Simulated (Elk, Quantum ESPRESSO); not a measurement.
An Elk input for a self-consistent single point of Sr (Fm-3m, 1 atom in the cell) (DFT, PBE, all-electron FP-LAPW, Elk's shipped species files, APW+lo basis with extra local orbitals):

```
tasks
  0

xctype
  20

rgkmax
  8.0

gmaxvr
  14.0

nxlo
  2

lorbcnd
  .true.

lmaxi
  3

stype
  3

swidth
  0.00367493

avec
    0.0000000000    5.6180291569    5.6180291569
    5.6180291569    0.0000000000    5.6180291569
    5.6180291569    5.6180291569    0.0000000000

sppath
  'species/'

atoms
  1   : nspecies
  'Sr.in'   : spfname
  1   : natoms; atposl, bfcmt below
  0.0000000000  0.0000000000  0.0000000000    0.0 0.0 0.0

ngridk
  8 8 8
```

Problem. Translate this input to Quantum ESPRESSO.

Solution. This is the input that was run; spellings and numerical settings could be chosen otherwise.

```fortran
&CONTROL
    calculation = 'scf'
    prefix = 'run'
    outdir = './tmp/'
    pseudo_dir = './'
    tprnfor = .true.
    tstress = .true.
/
&SYSTEM
    ibrav = 0
    nat = 1
    ntyp = 1
    ecutwfc = 45
    ecutrho = 315
    occupations = 'smearing'
    smearing = 'fd'
    degauss = 0.0073499
/
&ELECTRONS
    conv_thr = 1.0d-8
/
ATOMIC_SPECIES
Sr    87.6200  Sr.pbe-spn-kjpaw_psl.1.0.0.UPF
ATOMIC_POSITIONS {crystal}
Sr    0.0000000000    0.0000000000    0.0000000000
K_POINTS {automatic}
8 8 8  0 0 0
CELL_PARAMETERS {angstrom}
   0.0000000000     2.9729330000     2.9729330000
   2.9729330000     0.0000000000     2.9729330000
   2.9729330000     2.9729330000     0.0000000000
```

Basis settings and potentials, where a program has them, do not carry over. This input uses DFT, PBE, plane waves, PSlibrary PAW (PBE) pseudopotentials.

The starting cell comes from a database of computed structures (which also holds hypothetical and non-ambient phases and stackings), without a prior relaxation at this level. For this run, on top of that: lattice scaled by 0.98.
